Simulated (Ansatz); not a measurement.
Start from Al₂O₃ in the corundum structure (space group R-3c, No. 167; a = 4.774 Å, c = 13.015 Å (hexagonal axes)).

Structures relaxed with Ansatz (an electronic-structure program) PBEsol, no spin-orbit coupling.

Base:

Simulated powder pattern, Mo Kα, λ = 0.71073 Å (kinematic, ideal powder, no thermal factors, no anomalous dispersion; the 8 strongest lines at most, above 2 %, up to 2θ = 40°):

| 2θ (°) | I/Imax (%) | hkl |
|---|---|---|
| 11.69 | 50 | (012) |
| 15.98 | 81 | (104) |
| 17.12 | 38 | (110) |
| 19.57 | 90 | (113) |
| 23.50 | 48 | (024) |
| 25.58 | 100 | (116) |
| 29.23 | 41 | (214) |
| 29.89 | 65 | (300) |

The change: full substitution O → N, then cell and atoms are relaxed.

After the change:

Simulated powder pattern, Mo Kα, λ = 0.71073 Å (kinematic, ideal powder, no thermal factors, no anomalous dispersion; the 8 strongest lines at most, above 2 %, up to 2θ = 40°):

| 2θ (°) | d (Å) | I/Imax (%) | hkl |
|---|---|---|---|
| 11.28 | 3.616 | 33 | (012) |
| 15.93 | 2.564 | 100 | (104) |
| 16.02 | 2.550 | 56 | (110) |
| 18.77 | 2.180 | 69 | (113) |
| 22.67 | 1.808 | 45 | (024) |
| 25.33 | 1.621 | 83 | (116) |
| 27.88 | 1.475 | 45 | (214) |
| 27.93 | 1.472 | 72 | (300) |

The indices refer to each structure's own conventional cell; one index is shown for lines that coincide.

Stability against distortions was not tested. As relaxed here, Al2N3 is a hypothetical phase, not in the database extracts checked. All final runs are without spin polarisation.
